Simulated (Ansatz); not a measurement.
**AlN: response to strain**

Consider AlN in the zinc blende structure (space group F-43m, No. 216).

```xyz
2
Lattice="0.0000 2.1849 2.1849 2.1849 0.0000 2.1849 2.1849 2.1849 0.0000" Properties=species:S:1:pos:R:3 pbc="T T T"
Al     0.0000     0.0000     0.0000
N      1.0924     1.0924     1.0924
```

Cartesian axes are those of the cell as printed.

Strains are applied to the cell and any free atomic positions relax; under biaxial strain the out-of-plane vector relaxes too.

The values are results of r2SCAN in Ansatz (plane waves to 500 eV, PAW, scalar-relativistic without spin-orbit coupling), not measurements.

Candidates:
(a) biaxial strain +1.25 %, plane normal [111], relaxed out of plane
(b) biaxial strain +0.42 %, plane normal [111], relaxed out of plane
(c) biaxial strain +2.50 %, plane normal [111], relaxed out of plane

For the base:

The band gap is 3.94 eV.

**Question.** Order them by band gap, highest first.

**Answer.** (b) biaxial strain +0.42 %, plane normal [111], relaxed out of plane (3.90 eV), (a) biaxial strain +1.25 %, plane normal [111], relaxed out of plane (3.83 eV), (c) biaxial strain +2.50 %, plane normal [111], relaxed out of plane (3.72 eV)

No phonon test of stability was made. This is not the structure that AlN has at room temperature and ambient pressure.

Ansatz is a program for electronic structure.
